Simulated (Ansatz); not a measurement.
CsPbCl3 (within 0.1 Å of Pm-3m, No. 221, 5 atoms in the cell; start mp-675022) was calculated with HSE06+SOC in Ansatz (plane waves, PAW).

Settings: plane-wave cutoff 460 eV, 4×4×4 k mesh, Fermi–Dirac smearing 0.01 eV, PAW data made under PBE.

Cell (relaxed with PBEsol):

Space group Pm-3m (No. 221); a = b = c = 5.6187 Å, α = β = γ = 90.00°

```tsv
atom	site	symmetry	x	y	z
Cs	1b	m-3m	0.5000	0.5000	0.5000
Pb	1a	m-3m	0.0000	0.0000	0.0000
Cl	3d	4/mm.m	0.0000	0.0000	0.5000
```

Problem. Give the computed band gap and direct gap at Γ.

Solution. 
* **band gap**: 1.35 eV (on the SCF k mesh) (direct)
* **direct gap at Γ**: 7.09 eV

Note: cell and atoms aren't relaxed at this level (pressure 1.1 GPa).

Computed values are for the static lattice.

A start named mp-… is a Materials Project structure, which need not be a measured phase.

Ansatz is a quantum-chemistry and plane-wave program.
